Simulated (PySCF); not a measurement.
PySCF 2.14.0, PBE0/def2-svpd, df: Al(Me)2(Cl) ([CH3][Al]([CH3])[Cl]), 10 atoms. The geometry is a generated start, not checked to be a minimum at this level.

```
Property                      Result
-------------------  ---------------
task                          energy
method                          pbe0
basis                      def2-svpd
two-electron scheme  density fitting
mol.max_memory               3000 MB
mf.max_cycle                     100
mf.conv_tol          1e-09 (default)
mf.grids.level           3 (default)
basis functions                  139
grid points                   125144
```

```xyz
10

Al    -0.3776     0.4274    -0.3854
C      1.4705    -0.0330    -0.9872
H      1.7331    -1.0552    -0.7030
H      2.2251     0.6161    -0.5312
H      1.6021     0.0528    -2.0701
C     -1.1698    -0.3072     1.2914
H     -1.6978    -1.2503     1.1169
H     -1.8943     0.3694     1.7535
H     -0.3990    -0.5214     2.0359
Cl    -1.4923     1.7015    -1.5208
```

With the defaults (mf.diis = true, mf.level_shift = 0, mf.DIIS = CDIIS, mf.damp = 0, mf.diis_start_cycle = 1, mf.diis_damp = 0, mf.init_guess = minao, mf.diis_space = 8) it converges in 10 Fock builds. One run each on 2 threads, 1 BLAS thread, with these changes:
- mf.damp = 0.3, mf.diis_start_cycle = 4
- mf.init_guess = sap
- mf.DIIS = EDIIS
- mf.diis = false, mf.damp = 0.7, mf.diis_start_cycle = 999
- mf.diis_space = 12
- mf.level_shift = 1 Hartree
- mf.diis = false
- mf.DIIS = ADIIS
- mf.diis_damp = 0.3

Question: Which of these changes keep the SCF from converging, or lead it to another solution?

Answer: No convergence: mf.diis = false (the run ends without SCF convergence in 100 cycles). The rest reach the solution of the defaults.

```csv
setting,Fock builds,end
the defaults,10,same solution
mf.diis_space = 12,10,same solution
mf.diis_damp = 0.3,11,same solution
"mf.damp = 0.3, mf.diis_start_cycle = 4",12,same solution
mf.DIIS = ADIIS,12,same solution
mf.init_guess = sap,14,same solution
"mf.diis = false, mf.damp = 0.7, mf.diis_start_cycle = 999",28,same solution
mf.level_shift = 1 Hartree,30,same solution
mf.DIIS = EDIIS,57,same solution
mf.diis = false,101,no convergence
```
